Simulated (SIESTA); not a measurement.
Convergence test for Si5GeW10 (I422, 16 atoms in the cell)

```
CELL_PARAMETERS angstrom
     -4.85639     4.85639     2.50666
      4.85639    -4.85639     2.50666
      4.85639     4.85639    -2.50666
ATOMIC_POSITIONS crystal
  Si 0.41866 0.91866 0.83732
  Si 0.91866 0.08134 0.50000
  Si 0.08134 0.58134 0.16268
  Si 0.58134 0.41866 0.50000
  Si 0.00000 0.00000 0.00000
  Ge 0.50000 0.50000 0.00000
  W  0.32239 0.47457 0.30258
  W  0.47457 0.17199 0.15218
  W  0.17199 0.01981 0.69742
  W  0.01981 0.32239 0.84782
  W  0.67761 0.98019 0.15218
  W  0.52543 0.67761 0.69742
  W  0.82801 0.52543 0.84782
  W  0.98019 0.82801 0.30258
  W  0.00000 0.50000 0.50000
  W  0.50000 0.00000 0.50000
```

Computed with GGA PBEsol, numerical atomic orbitals DZP, PseudoDojo PBEsol standard norm-conserving potentials (rewritten from UPF to PSML) (SIESTA).

The starting cell comes from a database of computed structures (which also holds hypothetical and non-ambient phases and stackings), without a prior relaxation at this level. Spin polarisation is off. Values carry the incompleteness of an atom-centred basis. In the base run, with a pressure of about -5 GPa the cell is away from its equilibrium volume at this level.

Held fixed: XC.functional = GGA; XC.authors = PBEsol; potentials = PseudoDojo PBEsol standard; PAO.BasisSize = DZP; PAO.EnergyShift = 0.005 Ry; MeshCutoff = 400 Ry; OccupationFunction = FD; ElectronicTemperature = 0.1 eV; MaxSCFIterations = 150; SCF.Mixer.Method = Pulay; SCF.Mixer.Weight = 0.25; SCF.Mixer.History = 8; SCF.DM.Tolerance = 1.0E-04.

ΔF is the free energy per atom less that of the last row (6 6 6).

| kgrid.MonkhorstPack | ΔF (meV/atom) | pressure (GPa) | largest force (eV/Å) | k-points | iterations |
|---|---|---|---|---|---|
| 1 1 1 | -67.0 | -3.60 | 1.890 | 1 | 12 |
| 2 2 2 | 3.8 | -4.84 | 0.204 | 8 | 11 |
| 3 3 3 | 4.0 | -4.70 | 0.196 | 14 | 12 |
| 4 4 4 | -0.83 | -4.76 | 0.146 | 44 | 11 |
| 5 5 5 | -1.29 | -4.84 | 0.129 | 63 | 12 |
| 6 6 6 | 0.00 | -4.79 | 0.121 | 132 | 12 |

Energy within 2 meV/atom of the last row: from kgrid.MonkhorstPack = 4 4 4 on; the one before it is off by 4.0 meV/atom.

Pressure within 1 GPa of the last row: from kgrid.MonkhorstPack = 2 2 2 on; the one before it is off by 1.2 GPa. The value it settles on is -4.8 GPa at this level of theory and with the other settings as held.
